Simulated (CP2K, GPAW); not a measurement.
A CP2K input for a self-consistent single point of SiTe₂ (P-3m1, 3 atoms in the cell) (DFT LDA (Pade form), GPW, DZVP-MOLOPT-SR-GTH basis, GTH-PADE potentials (GTH_POTENTIALS)):

```
&GLOBAL
  PROJECT run
  RUN_TYPE ENERGY_FORCE
  PRINT_LEVEL LOW
&END GLOBAL
&FORCE_EVAL
  METHOD Quickstep
  STRESS_TENSOR ANALYTICAL
  &DFT
    BASIS_SET_FILE_NAME BASIS_MOLOPT
    POTENTIAL_FILE_NAME GTH_POTENTIALS
    &QS
      METHOD GPW
      EPS_DEFAULT 1E-10
    &END QS
    &MGRID
      CUTOFF 400
      REL_CUTOFF 40
      NGRIDS 4
    &END MGRID
    &SCF
      SCF_GUESS ATOMIC
      EPS_SCF 1E-6
      MAX_SCF 100
      ADDED_MOS 4
      &DIAGONALIZATION
        ALGORITHM STANDARD
      &END DIAGONALIZATION
      &MIXING
        METHOD BROYDEN_MIXING
        ALPHA 0.2
        NBUFFER 12
        BETA 1
      &END MIXING
      &SMEAR ON
        METHOD GAUSSIAN
        SIGMA [eV] 0.272
      &END SMEAR
    &END SCF
    &KPOINTS
      SCHEME MONKHORST-PACK 8 8 4
      GAMMA_CENTERED T
    &END KPOINTS
    &XC
      &XC_FUNCTIONAL PADE
      &END XC_FUNCTIONAL
    &END XC
    &PRINT
      &MO
        EIGENVALUES T
        OCCUPATION_NUMBERS T
        NDIGITS 8
        FILENAME mo
        &EACH
          QS_SCF 0
        &END EACH
        ADD_LAST NUMERIC
      &END MO
      &MULLIKEN OFF
      &END MULLIKEN
    &END PRINT
  &END DFT
  &SUBSYS
    &CELL
      A 3.79210900 0.00000000 0.00000000
      B -1.89605400 3.28406300 0.00000000
      C 0.00000000 0.00000000 7.06351600
      PERIODIC XYZ
    &END CELL
    &COORD
      SCALED
      Si       0.00000000     0.00000000     0.00000000
      Te       0.33333300     0.66666700     0.77341000
      Te       0.66666700     0.33333300     0.22659000
    &END COORD
    &KIND Si
      BASIS_SET DZVP-MOLOPT-SR-GTH
      POTENTIAL GTH-PADE-q4
    &END KIND
    &KIND Te
      BASIS_SET DZVP-MOLOPT-SR-GTH
      POTENTIAL GTH-PADE-q6
    &END KIND
  &END SUBSYS
  &PRINT
    &FORCES ON
    &END FORCES
    &STRESS_TENSOR ON
    &END STRESS_TENSOR
  &END PRINT
&END FORCE_EVAL
```

Write the same calculation as an input for GPAW.

This is the input that was run; spellings and numerical settings could be chosen otherwise.

```python
from ase import Atoms
from ase.units import GPa
from gpaw import GPAW, PW

atoms = Atoms(['Si', 'Te', 'Te'],
              cell=[[3.792109, 0.000000, 0.000000],
                    [-1.896054, 3.284063, 0.000000],
                    [0.000000, 0.000000, 7.063516]],
              scaled_positions=[[0.000000, 0.000000, 0.000000],
                                [0.333333, 0.666667, 0.773410],
                                [0.666667, 0.333333, 0.226590]],
              pbc=True)

calc = GPAW(mode=PW(550),
            xc='LDA',
            kpts={'size': (8, 8, 4), 'gamma': True},
            occupations={'name': 'methfessel-paxton', 'width': 0.272, 'order': 0},
            nbands=-7,
            convergence={'density': 1e-05, 'energy': 1e-05},
            symmetry={'symmorphic': False, 'tolerance': 0.0005},
            maxiter=100)

atoms.calc = calc

energy = atoms.get_potential_energy()
print('Energy (eV):', round(energy, 6))
forces = atoms.get_forces()
print('Forces (eV/Ang):')
print(forces.round(5))
stress = atoms.get_stress()
print('Stress (GPa, Voigt):', (stress / GPa).round(4))
```

Basis settings and potentials, where a program has them, do not carry over. This input uses DFT LDA (Perdew-Wang 92), plane waves, GPAW PAW datasets LDA (gpaw-data 1.0.1). LDA parametrisations can differ slightly between programs.

The starting cell comes from a database of computed structures (which also holds hypothetical and non-ambient phases and stackings), without a prior relaxation at this level. Its lattice was rescaled by a random factor within 2.5 % of one.
